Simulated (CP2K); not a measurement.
Checking a run of CP2K on GePdS₃ (C2/m, 10 atoms in the cell). The aim is a self-consistent single point with DFT PBEsol, GPW, DZVP-MOLOPT-SR-GTH basis, GTH-PBE potentials (GTH_POTENTIALS).

Cell that was meant: a = 7.6022 Å, b = 7.6022 Å, c = 9.3464 Å, α = 106.74°, β = 106.74°, γ = 26.47°.

Part of the input:

```
    &CELL
      ABC 7.60215300 7.60215334 9.34640731
      ALPHA_BETA_GAMMA 106.74020695 106.74020727 26.46949936
      MULTIPLE_UNIT_CELL 2 1 1
      PERIODIC XYZ
    &END CELL
    &COORD
      Ge       0.40227287     0.09460973     2.68470580
      Ge      11.31304313     2.66069027     6.24318420
      Pd       5.54083892     1.30313794     0.26024799
      Pd       6.17447708     1.45216206     8.66764201
      S        7.81263102     1.83743588     4.07442116
      S        3.90268498     0.91786412     4.85346884
      S        2.08663360     0.49075087     1.25418999
      S        9.62868240     2.26454913     7.67370001
      S       12.79132828     3.00836490     1.83039601
      S       -1.07601228    -0.25306490     7.09749399
    &END COORD
    &KIND Ge
      BASIS_SET DZVP-MOLOPT-SR-GTH-q4
```

Log, with long lists cut:

```
 GLOBAL| Method name                                                        CP2K
   [... lines left out ...]
                           80                80.000                        1.000

 Number of electrons:                                                         80
 Number of occupied orbitals:                                                 40
 Number of molecular orbitals:                                                54

 Number of orbital functions:                                                154
 Number of independent orbital functions:                                    154
 SCF WAVEFUNCTION OPTIMIZATION

  Step     Update method      Time    Convergence         Total energy    Change
     1 NoMix/Diag. 0.40E+00      -     1.39022059      -322.7077965813 -3.23E+02
     2 Broy./Diag. 0.40E+00      -     1.56658150      -333.7484811435 -1.10E+01
     3 Broy./Diag. 0.40E+00      -     0.63986099      -310.6175170741  2.31E+01
     4 Broy./Diag. 0.40E+00      -     0.18791616      -315.2010232560 -4.58E+00
     5 Broy./Diag. 0.40E+00      -     0.60752112      -317.9531985385 -2.75E+00
     6 Broy./Diag. 0.40E+00      -     0.10788622      -323.6115141197 -5.66E+00
   [... 29 lines left out ...]
    36 Broy./Diag. 0.40E+00      -     0.00000041      -322.7828228276 -3.58E-07
    37 Broy./Diag. 0.40E+00      -     0.00000037      -322.7828225046  3.23E-07
    38 Broy./Diag. 0.40E+00      -     0.00000022      -322.7828230736 -5.69E-07
    39 Broy./Diag. 0.40E+00      -     0.00000005      -322.7828228940  1.80E-07
  *** SCF run converged in    39 steps ***

  Overlap energy of the core charge distribution:               0.00000001359478
  Self energy of the core charge distribution:               -607.64142810335079
  Core Hamiltonian energy:                                    140.85485709616086
  Hartree energy:                                             183.86028084920099
  Exchange-correlation energy:                                -39.85653274961279

  Total energy:                                              -322.78282289400693

                     Mulliken Population Analysis

 #  Atom  Element  Kind  Atomic population                           Net charge
       1     Ge       1          3.757376                              0.242624
   [... lines left out ...]
 STRESS|                        x                   y                   z
 STRESS|      x       -2.29147482232E+04   7.84812231462E+03  -9.02205774300E+03
 STRESS|      y        7.84812231462E+03  -4.80619822178E+04   8.60168770959E+03
 STRESS|      z       -9.02205774300E+03   8.60168770959E+03  -4.51654773733E+04
 STRESS| 1/3 Trace                                            -3.87140692714E+04
```

Q: Is anything amiss in this input, and did it matter?

A: The run is not sound. The fault is a cell multiplied without its atoms. The repeat must be given for both the cell and the atoms. To fix it, give the repeat in both places, or in neither. The run converged in 39 iterations without an error; against the sound input the free energy rises by 1.38 eV/atom, the pressure goes from -0.28 to -3.87 GPa and the largest force goes from 0.430 to 2.159 eV/Å.

The sound input it was made from differs as follows (other fixes are possible):
```diff
-      MULTIPLE_UNIT_CELL 2 1 1
-      Ge       0.40227287     0.09460973     2.68470580
-      Ge      11.31304313     2.66069027     6.24318420
-      Pd       5.54083892     1.30313794     0.26024799
-      Pd       6.17447708     1.45216206     8.66764201
-      S        7.81263102     1.83743588     4.07442116
-      S        3.90268498     0.91786412     4.85346884
-      S        2.08663360     0.49075087     1.25418999
-      S        9.62868240     2.26454913     7.67370001
-      S       12.79132828     3.00836490     1.83039601
-      S       -1.07601228    -0.25306490     7.09749399
+      SCALED
+      Ge       0.08411000     0.08411000     0.30071000
+      Ge       0.91589000     0.91589000     0.69929000
+      Pd       0.39003000     0.39003000     0.02915000
+      Pd       0.60997000     0.60997000     0.97085000
+      S        0.62754000     0.62754000     0.45637000
+      S        0.37246000     0.37246000     0.54363000
+      S        0.17108000     0.17108000     0.14048000
+      S        0.82892000     0.82892000     0.85952000
+      S        0.92614000     0.92614000     0.20502000
+      S        0.07386000     0.07386000     0.79498000
```

With that input, the run converged in 15 iterations: free energy E − TS -8797.1824 eV; top of the valence band (on the code's own zero) 3.87 eV; gap on the k-point mesh 1.21 eV; pressure -0.28 GPa; largest force (vector length) 0.430 eV/Å (DFT PBEsol, GPW, DZVP-MOLOPT-SR-GTH basis, GTH-PBE potentials (GTH_POTENTIALS)).

On the sound input: the starting cell comes from a database of computed structures (which also holds hypothetical and non-ambient phases and stackings), without a prior relaxation at this level. Its lattice was rescaled by a random factor within 2.5 % of one. Values carry the incompleteness of an atom-centred basis. The potentials were made for another functional than the one used.
